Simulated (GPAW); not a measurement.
# Input and output of a self-consistent single point for NiSi₂ (Fm-3m, 3 atoms in the cell) (GPAW)

Method of the run: PBE, GPAW PAW datasets PBE (gpaw-data 1.0.1) (plane waves; GPAW).

This input was run:

```python
from ase import Atoms
from ase.units import GPa
from gpaw import GPAW, PW

atoms = Atoms(['Si', 'Si', 'Ni'],
              cell=[[0.000000, 2.669024, 2.669024],
                    [2.669024, 0.000000, 2.669024],
                    [2.669024, 2.669024, 0.000000]],
              scaled_positions=[[0.250000, 0.250000, 0.250000],
                                [0.750000, 0.750000, 0.750000],
                                [0.000000, 0.000000, 0.000000]],
              pbc=True)

calc = GPAW(mode=PW(850),
            xc='PBE',
            kpts=(9, 9, 9),
            occupations={'name': 'methfessel-paxton', 'width': 0.136, 'order': 0},
            nbands=-9,
            convergence={'forces': 0.001},
            symmetry={'symmorphic': False, 'tolerance': 0.0005},
            maxiter=120,
            txt='-')

atoms.calc = calc

energy = atoms.get_potential_energy()
print('Energy (eV):', round(energy, 6))
forces = atoms.get_forces()
print('Forces (eV/Ang):')
print(forces.round(5))
stress = atoms.get_stress()
print('Stress (GPa, Voigt):', (stress / GPa).round(4))
```

Log, with long lists cut:

```
Input parameters:
  convergence: {forces: 0.001}
  kpts: [9 9 9]
  maxiter: 120
  mode: {ecut: 850.0,
         name: pw}
  nbands: -9
  occupations: {name: methfessel-paxton,
                order: 0,
                width: 0.136}
  symmetry: {symmorphic: False,
             tolerance: 0.0005}
  xc: PBE

species:
  Si:
    name: Silicon
    Z: 14.0
    valence: 4
    core: 10
    charge: 0.0
    file: Si.PBE.gz

    # Using partial waves for Si as LCAO basis

  Ni:
    name: Nickel
    Z: 28.0
    valence: 16
    core: 12
    charge: 0.0
    file: Ni.PBE.gz

    # Using partial waves for Ni as LCAO basis

Reference energy: -57140.686948  # eV

Spin-paired calculation

Convergence criteria:
 Maximum [total energy] change in last 3 cyles: 0.0005 eV / valence electron
 Maximum integral of absolute [dens]ity change: 0.0001 electrons / valence electron
 Maximum integral of absolute [eigenst]ate change: 4e-08 eV^2 / valence electron
 Maximum change in the atomic [forces] across last 2 cycles: 0.001 eV/Ang OR
Maximum error relative to the maximum force is below inf
 Maximum number of scf [iter]ations: 120

Symmetries present (total): 48
Symmetries with fractional translations: 0
729 k-points: 9 x 9 x 9 Monkhorst-Pack grid
35 k-points in the irreducible part of the Brillouin zone
       k-points in crystal coordinates                weights
   0:     0.00000000    0.00000000    0.00000000          1/729
   1:     0.11111111    0.11111111    0.00000000          6/729
   2:     0.11111111    0.11111111    0.11111111          8/729
   [... 7 lines left out ...]
          ...
  34:     0.44444444    0.44444444    0.44444444          8/729

Wave functions: Plane wave expansion
  Cutoff energy: 850.000 eV
  Number of coefficients (min, max): 2109, 2165
  Pulay-stress correction: 0.000000 eV/Ang^3 (de/decut=0.000000)

Occupation numbers: Methfessel-Paxton:
  width: 0.1360  # eV
  order: 0

Eigensolver

Densities:
  Coarse grid: 27*27*27 grid
  Fine grid: 54*54*54 grid
  Total Charge: 0.000000

Density mixing:
  Method: separate
  Backend: pulay
  Linear mixing parameter: 0.05
  old densities: 5
  Damping of long wavelength oscillations: 50

Hamiltonian:
  XC and Coulomb potentials evaluated on a 54*54*54 grid
  External potential:
    NoExternalPotential

XC parameters: PBE with 2 nearest neighbor stencil

Number of atoms: 3
Number of atomic orbitals: 20
Number of bands in calculation: 21
Number of valence electrons: 24
Bands to converge: occupied

Density initialized from atomic densities
  20 bands from LCAO basis set
  1 band from random numbers

Atomic positions and initial magnetic moments

Positions:
   0 Si     1.334512    1.334512    1.334512    ( 0.0000,  0.0000,  0.0000)
   1 Si     4.003536    4.003536    4.003536    ( 0.0000,  0.0000,  0.0000)
   2 Ni     0.000000    0.000000    0.000000    ( 0.0000,  0.0000,  0.0000)

Unit cell:
           periodic     x           y           z      points  spacing
  1. axis:    yes    0.000000    2.669024    2.669024    27     0.1141
  2. axis:    yes    2.669024    0.000000    2.669024    27     0.1141
  3. axis:    yes    2.669024    2.669024    0.000000    27     0.1141

  Lengths:   3.774570   3.774570   3.774570
  Angles:   60.000000  60.000000  60.000000

Effective grid spacing dv^(1/3) = 0.1245

     iter     time        total  log10-change:
                         energy   eigst   dens  force
iter:   1 --:--:--   -19.500063
iter:   2 --:--:--   -19.325080   -0.42  -1.16
iter:   3 --:--:--   -19.137654   -1.11  -1.18
iter:   4 --:--:--   -19.085943   -1.78  -1.26
iter:   5 --:--:--   -19.036115   -2.52  -1.70
iter:   6 --:--:--   -19.442172   -1.87  -2.08
iter:   7 --:--:--   -19.043361   -1.86  -1.61
iter:   8 --:--:--   -19.043613   -3.76  -2.72
iter:   9 --:--:--   -19.043293c  -5.11  -2.71
iter:  10 --:--:--   -19.043343c  -5.97  -3.02
iter:  11 --:--:--   -19.043811c  -5.42  -3.05
iter:  12 --:--:--   -19.043400c  -5.56  -2.96
iter:  13 --:--:--   -19.043091c  -5.22  -3.16
iter:  14 --:--:--   -19.043092c  -6.92  -3.69
iter:  15 --:--:--   -19.043091c  -7.11  -3.67
iter:  16 --:--:--   -19.043089c  -7.20  -3.65
iter:  17 --:--:--   -19.043086c  -7.00  -3.70
iter:  18 --:--:--   -19.043086c  -7.60c -4.22c
iter:  19 --:--:--   -19.043087c  -7.90c -4.30c -16.85c

Converged after 19 iterations.

Dipole moment: (0.000000, 0.000000, 0.000000) |e|*Ang

Energy contributions relative to reference atoms: (reference = -57140.686948)

Kinetic:        +20.695521
Potential:      -14.233432
External:        +0.000000
XC:             -25.530371
Entropy (-ST):   -0.010556
Local:           +0.030472
SIC:             +0.000000
--------------------------
Free energy:    -19.048365
Extrapolated:   -19.043087

Showing only first 2 kpts
 Kpt  Band  Eigenvalues  Occupancy
  0    10     12.07990    0.00000
  0    11     12.07990    0.00000
  0    12     12.07990    0.00000
  0    13     12.40485    0.00000

  1    10     10.27772    1.24762
  1    11     10.27772    1.24762
  1    12     11.39925    0.00000
  1    13     12.92560    0.00000

Fermi level: 10.30806

No gap
No difference between direct/indirect transitions
Energy (eV): -19.043087

Forces in eV/Ang:
  0 Si   -0.00000    0.00000   -0.00000
  1 Si    0.00000    0.00000   -0.00000
  2 Ni    0.00000    0.00000    0.00000

Stress tensor:
    -0.073030     0.000000     0.000000
     0.000000    -0.073030     0.000000
     0.000000     0.000000    -0.073030
Stress (GPa, Voigt): [-11.7006 -11.7006 -11.7006   0.       0.       0.    ]
```

The run converged in 19 iterations. GPAW prints stress with tension positive.

The starting cell has typed, rounded lattice constants, without a prior relaxation at this level. Its lattice was rescaled by a random factor within 2.5 % of one. Spin polarisation is off. With a pressure of about 12 GPa the cell is away from its equilibrium volume at this level.

Cost on one core of a shared machine: roughly 60 s.
